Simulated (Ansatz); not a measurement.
Start from BiB in the CsCl type structure (space group Pm-3m, No. 221; a = 3.358 Å; a hypothetical phase, not in the database extracts checked; relaxed with 0.1 eV smearing). Axes: x, y, z lie along the cube axes.

(Cell as relaxed with PBE.)

Levels (all Ansatz, a first-principles code, PAW): PBE (420 eV, spin-orbit coupling left out); PBEsol (420 eV, scalar-relativistic without spin-orbit coupling).

Each level relaxes its own structure.

```tsv
base	PBE	PBEsol
volume per atom	18.94 Å³	18.12 Å³
lattice parameter a	3.358 Å	3.309 Å
band gap	zero	zero
```

Perturbation: compressive biaxial strain of 1.97 % in the plane normal to [001], as in epitaxy on a mismatched substrate; the out-of-plane cell vector and the atoms relax.

```csv
quantity,PBE,PBEsol
band gap,zero,?
mean in-plane stress (compression positive),+2.8 GPa,?
out-of-plane strain,+1.77 %,?
```

### Question
Predict the PBEsol column.

### Answer

- band gap, PBEsol: zero
- mean in-plane stress (compression positive), PBEsol: +3.3 GPa
- out-of-plane strain, PBEsol: +1.65 %

PBE's in-plane stress lies 0.5 GPa below PBEsol's; PBE's out-of-plane strain lies 0.12 % above PBEsol's; the two agree on the band gap. Neither level is exact; PBEsol is the comparison here, not a measurement.

No phonon test of stability was made. All final runs are without spin polarisation.
